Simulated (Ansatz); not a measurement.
System: ReTe (model structure, started from the WC type, P-6m2, No. 187, 2 atoms in the cell). Method: PBEsol (PAW; Ansatz, a first-principles code).

Input:

Ansatz 0.2 input:
```yaml
crystal:
  lattice:
    - [3.8150910434, 0.0, 0.0]
    - [-1.9075455217, 3.3039657614, 0.0]
    - [0.0, 0.0, 3.093496978]
  atoms:
    - { symbol: Re, position: [0.0, 0.0, 0.0] }
    - { symbol: Te, position: [0.6666666667, 0.3333333333, 0.5] }
basis:
  ecutwfc: 520
  ecutrho_ratio: 4
  xc_grid: 2
kpoints:
  mp_grid: { grid: [18, 18, 16] }
hamiltonian:
  xc: pbesol
  dispersion: none
  pseudopotentials: { kind: paw }
scf:
  occupations: { method: fermi_dirac, width: 0.05 }
output:
  forces: true
  stress: true
  eigenvalues: true
relax:
  f_tol: 0.004
  escape_saddle: false
  max_steps: 80
  cell: { stress_tol: 0.02, fix: [volume] }
```

The run printed, among other lines:

```
Relaxation: its limit of steps is 80 (relax.max_steps)
Crystal: 2 atoms, lattice volume = 38.993 Å³
Basis set: ecut = 520 eV, 1049 PW (Γ), exchange–correlation on 60×60×48 points (8 copies of the dense FFT grid, shifted against one another)
Bands: 20, of which v1, the nominal top of the filled ones, is band 16 counted from 1 (15 counted from 0)
Symmetry: 12 space group operations
Space group: P-6m2 (ITA 187), of the structure as read, at distance tolerance 3.4e-5 Å
k-points: 333 of 5184 (time reversal used)
Functional: x = pbesol(κ = 0.804, μ = 0.12345679012345678), c = pbesol(β = 0.046)
SCF iter   1: F=—  HF=-17636.642558 eV  |F-HF|=—  |Δ(HF+E_count)|=         —  Δρ=7.32e-3  dr2=9.08e-3
SCF iter   2: F=—  HF=-17636.641689 eV  |F-HF|=—  |Δ(HF+E_count)|=   8.68e-4  Δρ=4.26e-3  dr2=3.36e-3
  ...
SCF 1 converged in 6 iterations: F = -17636.641509 eV  dr2 = 4.04e-9
Crystal: 2 atoms, lattice volume = 38.993 Å³
Initial density: handed on by an earlier stage of this run
SCF 2 converged in 6 iterations: F = -17636.641258 eV  dr2 = 3.79e-12
Crystal: 2 atoms, lattice volume = 38.993 Å³
SCF 3 converged in 6 iterations: F = -17636.641578 eV  dr2 = 1.57e-12
Crystal: 2 atoms, lattice volume = 38.993 Å³
SCF iter   7: F=-17636.641579 eV  HF=-17636.641579 eV  |F-HF|=3.64e-12  |Δ(HF+E_count)|=    0.00e0  Δρ=1.31e-9  dr2=9.15e-16
SCF iter   8: F=-17636.641579 eV  HF=-17636.641579 eV  |F-HF|=1.46e-11  |Δ(HF+E_count)|=  1.09e-11  Δρ=2.37e-10  dr2=1.58e-17
SCF 4 converged in 8 iterations: F = -17636.641579 eV  dr2 = 1.58e-17
SCF converged after 8 iterations
Free energy (F): -17636.641579 eV
Internal energy: -17636.628788 eV  (E = F + TS)
E sigma→0 (E₀):  -17636.635183 eV
Fermi energy:    18.406814 eV
--- Stress (GPa, compression-positive) ---
        3.527593       0.000000      -0.000000
        0.000000       3.527593      -0.000000
        0.000000      -0.000000       3.519581
  P = ⅓ Tr σ = 3.5249 GPa (35.249 kbar)
```

The cell is one volume of an energy–volume scan, off the minimum.

The PAW data were made under PBE.

Note: the run has no spin polarisation, so it can have missed a magnetic state. Note: the relaxation could raise the start's symmetry but not lower it, so the cell can be a saddle point.

A model structure was made by putting elements into a prototype or built by hand; it is no filed structure, need not be a known phase, and can be a saddle point held by its symmetry.
